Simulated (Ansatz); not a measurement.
**One base run on RuW (Fd-3m, 4 atoms in the cell) and variants with one or two settings moved**

```xyz
4
Lattice="0.0000 3.1106 3.1106 3.1106 0.0000 3.1106 3.1106 3.1106 0.0000" Properties=species:S:1:pos:R:3 pbc="T T T"
Ru     4.6659     4.6659     4.6659
Ru     3.1106     3.1106     3.1106
W      0.0000     0.0000     0.0000
W      1.5553     1.5553     1.5553
```

Base run A: PBE, harder PAW files (source: ansatz) (Ansatz, an electronic-structure program), self-consistent single point.

Its settings: basis.ecutwfc = 760 eV; kpoints.mp_grid.grid = 6 6 6; hamiltonian.xc = pbe; hamiltonian.pseudopotentials = {kind: paw, source: ansatz}; scf.occupations.method = cold; scf.occupations.width = 0.1 eV.

The starting cell was generated: these elements placed on a structure prototype, without a prior relaxation; it need not be a known phase or ordering of this composition. Spin polarisation is off. Ansatz's pressure includes its estimate of the finite-basis (Pulay) stress.

ΔF is the free energy per atom less that of run A. 

```json
[
 {"run": "A", "change": "base", "ΔF (meV/atom)": "0.00", "pressure (GPa)": "2.49", "k-points": "16", "valence electrons": "88"},
 {"run": "B", "change": "2 x 2 x 1 supercell, mesh divided to match; kpoints.mp_grid.grid: 6 6 6 → 3 3 6", "ΔF (meV/atom)": "0.00", "pressure (GPa)": "2.49", "k-points": "16", "valence electrons": "352"},
 {"run": "C", "change": "kpoints.mp_grid.grid: 6 6 6 → 22 22 22", "ΔF (meV/atom)": "2.6", "pressure (GPa)": "2.35", "k-points": "328", "valence electrons": "88"},
 {"run": "D", "change": "scf.convergence.dr2_threshold: default (1e-07 eV) → 1e-12 eV", "ΔF (meV/atom)": "0.00", "pressure (GPa)": "2.49", "k-points": "16", "valence electrons": "88"},
 {"run": "E", "change": "kpoints.mp_grid.grid: 6 6 6 → 4 4 4; scf.occupations.width: 0.1 eV → 0.3 eV", "ΔF (meV/atom)": "-27.2", "pressure (GPa)": "1.99", "k-points": "8", "valence electrons": "88"},
 {"run": "F", "change": "scf.mixing.preconditioner: default (the program chose Kerker) → none", "ΔF (meV/atom)": "0.00", "pressure (GPa)": "2.49", "k-points": "16", "valence electrons": "88"},
 {"run": "G", "change": "scf.mixing.algorithm: default (the program chose MSR1) → broyden", "ΔF (meV/atom)": "0.00", "pressure (GPa)": "2.49", "k-points": "16", "valence electrons": "88"}
]
```

Run C against A: The free energy rises by 2.6 meV/atom and the pressure goes from 2.49 to 2.35 GPa.

Run E against A: The free energy drops by 27.2 meV/atom and the pressure goes from 2.49 to 1.99 GPa.

Run G against A: The free energy stays essentially unchanged (within 1 meV/atom) and the pressure stays at 2.49 GPa.

Keys are those of Ansatz 0.2.
